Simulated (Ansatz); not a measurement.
NaF: band gap against strain

NaF (rock salt, Fm-3m, 12.988 Å³/atom at rest, cube axes along x, y and z) under an equal strain ε along all three axes. PBE in Ansatz, a plane-wave DFT program (PAW, default set), 420 eV, 12×12×12 Γ-centred mesh, Fermi-Dirac smearing 0.05 eV; ions are relaxed within the symmetry of each cell. Gaps are the smallest over the k-mesh and a band path, without spin-orbit coupling; in all rows the valence edge lies at Γ and the conduction edge at Γ.

Here s stands for strain and Eg for gap.

| strain (%) | gap (eV) |
|---|---|
| -1.50 | 6.328 |
| -1.00 | 6.246 |
| -0.50 | 6.166 |
| 0.00 | 6.087 |
| 0.50 | 6.011 |
| 1.00 | 5.937 |
| 1.50 | 5.864 |
| 3.00 | ? |

The 7 complete rows are fitted with a straight line, Eg against s. Means: s 0, Eg 6.0913. About the means, the sum of products is -1.0825 and the sum of squares of s is 7.0000; the slope is their ratio. Least squares gives Eg = 6.0913 - 0.15464·s. Residuals (row less fit): 0.0047, 0.0001, -0.0026, -0.0043, -0.0030, 0.0003, 0.0047; standard error 0.0040 (degrees of freedom: 5). Over these rows the gap moves by -15 ± 0.1 eV per unit strain, or -5.2 eV per unit of ln V.

Q: Predict the withheld Eg at s = 3.00 from the fit, and compare with the calculation.

A: Eg = 6.0913 - 0.15464 × 3.0 = 5.6274 eV. The calculation gives 5.655 eV, 0.0276 eV above the prediction (4.1 % of the range of Eg in the table). The row lies outside the fitted rows, so this is an extrapolation. From the scatter of the fitted rows alone, a prediction at this place has a standard error of 0.0062 eV, so the miss is 4.5 times that.

One order more, fitted to all 13 runs of the series, follows each within 0.001, so the miss is the next term of a smooth law. Other structures, which can take over under pressure, weren't tried. Rows are the converged runs of the series near zero and its far end; series whose fitted rows scatter by over a few per cent of the range, as at a crossing or softening among them, aren't shown in this form. Most that stay on the fit to the last digits aren't either.
